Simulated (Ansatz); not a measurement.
Start from NiSi (space group Pnma, No. 62; non-magnetic).

Space group Pnma (No. 62); a = 5.123 Å, b = 3.342 Å, c = 5.568 Å, α = 90.00°, β = 90.00°, γ = 90.00°

```
atom  site  symmetry       x       y       z
----  ----  --------  ------  ------  ------
Ni      4c       .m.  0.0076  0.2500  0.8113
Si      4c       .m.  0.1788  0.2500  0.4167
```

All numbers come from r2SCAN (Ansatz, an electronic-structure program), scalar-relativistic without spin-orbit coupling, earlier PAW set.

One change was made to it. Results:

The volume per atom decreases by 0.312 Å³, from 11.92 Å³ to 11.60 Å³; the band gap stays zero.

**Question.** Which change produced these results?
A. pressure 5 GPa
B. pressure 10 GPa
C. pressure −1 GPa

**Answer.** A, pressure 5 GPa. For comparison, the volume per atom in the other runs: pressure 10 GPa gives 11.33 Å³; pressure −1 GPa gives 11.98 Å³.

Load acts through the strain it causes; cell and atoms are relaxed under it. Stability against distortions was not tested. Competing high-pressure phases were not computed. Starting moments died away, wholly or in part, for the base; another magnetic solution may exist. All final runs are without spin polarisation.
